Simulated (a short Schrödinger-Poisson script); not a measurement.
## Gated In0.52Al0.48As/In0.53Ga0.47As δ-doped gas in a quantum well

Stack: gated In0.52Al0.48As/In0.53Ga0.47As δ-doped gas in a quantum well, at 20 K.

```tsv
layer	material	thickness (nm)	Na (cm⁻³)
1	In0.52Al0.48As	30	-
2	In0.52Al0.48As	40	-
3	In0.53Ga0.47As	10	-
4	In0.52Al0.48As	4000	2e14
```

The device is made up for the run: typed textbook-type constants, with dimensions and the other settings drawn at random. In0.52Al0.48As: permittivity 12.5, conduction-band edge (eV) 0.52, gap (eV) 1.45, electron mass (mₑ) 0.075, Nv at 300 K (cm⁻³) 1.1e19. In0.53Ga0.47As: permittivity 13.9, conduction-band edge (eV) 0, gap (eV) 0.74, Nv at 300 K (cm⁻³) 7.7e18.

Channel valleys (confinement mass, in-plane density-of-states mass, number): Γ 0.041, 0.041, 1. At the gate the conduction-band edge of layer 1 lies 0.65 eV − eVg above the Fermi level of the channel; the field vanishes at the back. Sheet of ionised δ-doping: +1.2e12 e/cm² at 30 nm from the gate. The barrier under the gate holds no holes. Gaps are held at their typed values at every temperature. Mesh 0.08 nm at interfaces.

From a short Schrödinger-Poisson script (our own, NumPy): 1D Poisson equation in equilibrium, electrons quantum, Hartree plus LDA exchange-correlation (BenDaniel-Duke, 40 states a valley, the channel's in-plane mass for all, wave functions free to enter the barrier), parabolic valleys, classical holes, full ionisation, no traps, pinning or gate leakage.

```
Vg (V)  electrons (cm⁻²)  in the channel layer  C (μF/cm²)  Γ E0 (meV)  Γ E1 (meV)
------  ----------------  --------------------  ----------  ----------  ----------
0.4              6.24e11               6.09e11       0.145       -36.4        56.5
0.3              5.34e11               5.21e11       0.145       -31.2       117.6
0.2              4.44e11               4.33e11       0.145       -25.9       124.1
0.1              3.53e11               3.45e11       0.145       -20.6       129.7
0                2.63e11               2.57e11       0.145       -15.4       135.2
-0.1             1.73e11               1.69e11       0.145       -10.1       140.7
-0.2             8.19e10               8.00e10       0.146        -4.7       146.4
-0.3              1.22e7                1.19e7     0.00578        13.4       164.2
```

Gate voltages with under 1e6 electrons/cm² are left out.

Subbands count from the Fermi level.
